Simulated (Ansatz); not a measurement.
# ZnS: response to strain

Base system: ZnS in the zinc blende structure (space group F-43m, No. 216; a = 5.3891 Å). Axes: x, y, z lie along the cube axes.

Strains are applied to the cell and any free atomic positions relax; under biaxial strain the out-of-plane vector relaxes too.

Calculations: r2SCAN/PAW in Ansatz (a program for electronic structure), no SOC.

```csv
"biaxial strain, plane normal [001], relaxed out of plane (%)",out-of-plane strain (%)
-3,3.49
-2.5,?
-2,2.34
-1.5,1.77
-1,1.18
-0.5,0.59
0,0.00
```

**Question.** Fit ε⊥ = −νε + γε² (strains in %) to the rows shown and predict the withheld row.

**Answer.** Least squares on the printed values gives ν = 1.19 (the biaxial Poisson response) and γ = -0.009 (largest residual 0.01 %); this predicts 2.92 %, and the run gives 2.92 %, in agreement.

No phonon test of stability was made.
